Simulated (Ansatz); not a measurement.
ZrAl₃ (Pm-3m, No. 221, 4 atoms in the cell; start mp-569775; a measured phase of this formula has another space group), treated with PBEsol (plane waves, PAW; Ansatz, a first-principles code).

Numerical settings: plane-wave cutoff 520 eV, 14×14×14 k mesh, Fermi–Dirac smearing 0.05 eV, scalar-relativistic PAW data made under PBE.

Cell (relaxed at this level):

```yaml
crystal:
  lattice:
    - [4.07179, 0.00000, 0.00000]
    - [0.00000, 4.07179, 0.00000]
    - [0.00000, 0.00000, 4.07179]
  atoms:
    - { symbol: Zr, position: [0.00000, 0.00000, 0.00000] }
    - { symbol: Al, position: [0.00000, 0.50000, 0.50000] }
    - { symbol: Al, position: [0.50000, 0.00000, 0.50000] }
    - { symbol: Al, position: [0.50000, 0.50000, 0.00000] }
```

Problem. What does this level give for the bulk modulus?

Solution. 
- bulk modulus: 109 GPa

The run finds no gap.

Note: the bulk modulus is −V dP/dV from two relaxed cells at ±2 % in volume; the relaxation could not lower the start's symmetry, so the cell can be a saddle point above a distorted one.

Cost on a shared machine: roughly 40 core-seconds.

A start named mp-… is a Materials Project structure, which need not be a measured phase.
